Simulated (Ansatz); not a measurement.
Mg2Ge: biaxial strain +0.50 %, plane normal [001], relaxed out of plane

Take Mg$_{2}$Ge in the anti-fluorite structure (space group Fm-3m, No. 225; a = 6.2865 Å) as the base. Axes: x, y, z lie along the cube axes.

Perturbation: tensile biaxial strain of 0.50 % in the plane normal to [001], as in epitaxy on a mismatched substrate; the out-of-plane cell vector and the atoms relax.

Level of theory: DFT with LDA, PAW potentials and a 420 eV plane-wave cutoff in Ansatz (an electronic-structure program), no SOC. Γ-centred 13×13×13 mesh, Fermi–Dirac width 0.05 eV.

- Space group: I4/mmm (No. 139) (base Fm-3m (No. 225))
- Shortest interatomic distance: 2.729 Å (base 2.722 Å)
- Energy relative to the base (free energy F): +0.4 meV/atom
- Pressure (mean of the normal stresses, compression positive): -0.44 GPa (base 0.00 GPa)
- Band gap: 0.07 eV (base 0.10 eV)
- Gap character: indirect, Γ → M
- Smallest direct gap: 1.09 eV (base 1.16 eV)
- Electron mass: 0.54 mₑ along k, 0.19 mₑ across (at X) (base 0.55 mₑ along k, 0.18 mₑ across (at X))
- Valence-band top at Γ (three highest levels, from the VBM): 0.00, -0.03, -0.03 eV (base 0.00, 0.00, 0.00 eV)
- Valley order (the lowest conduction-band minima on the path, energy above the VBM, named in the base's zone): X along [001] 0.07 eV; X along [100] 0.10 eV; L along [1-1-1] 1.04 eV; Γ 1.09 eV (base X along ⟨100⟩ 0.10 eV; L along ⟨111⟩ 1.10 eV; Γ 1.16 eV)
- Out-of-plane strain: -0.21 %
- Mean in-plane stress (compression positive): -0.7 GPa

Masses are band curvatures over ±0.01 Å⁻¹ around the edge. Along k means along the line from Γ to the band edge. Whether these cells are dynamically stable was not tested. A zero or small gap of Mg2Ge can be the functional's error rather than a property of the material. k-point labels follow each cell's own Brillouin zone.
